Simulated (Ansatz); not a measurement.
A computed series for InAgTe2: response to strain

The reference is InAgTe₂ in the chalcopyrite structure (space group I-42d, No. 122; a = 6.3535 Å, c = 12.6374 Å).

Strains are applied to the cell and any free atomic positions relax.

Level of theory: LDA/PAW in Ansatz (a quantum-chemistry and plane-wave program), spin-orbit coupling left out.

Notes on the quantities. energy relative to the base: free energy F.

| isotropic strain (%) | energy relative to the base (meV/atom) |
|---|---|
| -3 | 45.3 |
| -2.25 | 24.7 |
| -1.5 | ? |
| -0.75 | 2.6 |
| 0 | 0.0 |

Fit ΔE = Aε² + Bε³ (ε in %) to the rows shown and predict the withheld row.

Least squares on the printed values gives A = 4.42 and B = -0.20 meV/atom (largest residual 0.0 meV/atom); this predicts 10.6 meV/atom, and the run gives 10.6 meV/atom, in agreement.

Stability against distortions was not tested. The final runs are not spin-polarised.
